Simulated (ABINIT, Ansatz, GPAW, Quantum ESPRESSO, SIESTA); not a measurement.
# Code comparison for HfH₂ (I4/mmm, 3 atoms in the cell)

Self-consistent single point.

```
HfH2
1.0
   -1.73070     1.73070     2.14480
    1.73070    -1.73070     2.14480
    1.73070     1.73070    -2.14480
Hf H
1 2
Direct
  0.00000   0.00000   0.00000
  0.25000   0.75000   0.50000
  0.75000   0.25000   0.50000
```

Shared settings, as Ansatz (a quantum-chemistry and plane-wave program) writes them: kpoints.mp_grid.grid = 5 5 5; scf.occupations.method = gaussian; scf.occupations.width = 0.01 Ry. Potentials and cutoffs stand in the table.

```tsv
code	model	pressure (GPa)	cutoff
SIESTA	GGA PBEsol, numerical atomic orbitals DZP, PseudoDojo PBEsol standard norm-conserving potentials (rewritten from UPF to PSML)	-2.18	grid 400 Ry
Quantum ESPRESSO	PBEsol, PseudoDojo standard norm-conserving (PBESOL) pseudopotentials	-1.60	75 Ry
Ansatz	PBEsol, PAW files made with PBE	-1.79	default
GPAW	PBEsol, GPAW PAW datasets PBEsol (made by gpaw-setup)	-0.89	800 eV
ABINIT	PBEsol, PAW (JTH v2.0 PBE PAW, files made for PBE)	-1.75	30 Ha
```

On Ansatz's run: spin-orbit coupling is off.

The spread over the programs that give each value: pressure within 1.29 GPa.

SIESTA uses small atom-centred bases, whose incompleteness enters pressures, forces and empty levels differently from a plane-wave cutoff. Ansatz's pressure is given at a fixed set of plane waves, as the other plane-wave codes print theirs; with its correction for the finite basis it is -1.59 GPa.

On the base mesh (9 9 9) the same programs gave: Ansatz pressure -1.68 GPa; Quantum ESPRESSO pressure -1.47 GPa; ABINIT pressure -1.61 GPa; GPAW pressure -0.75 GPa; SIESTA pressure -2.05 GPa.

The starting cell comes from a database of computed structures (which also holds hypothetical and non-ambient phases and stackings), without a prior relaxation at this level.

Left out of this page: CP2K (on another mesh); FLEUR (not drawn, or without a comparable value).

Keys are those of Ansatz 0.2.
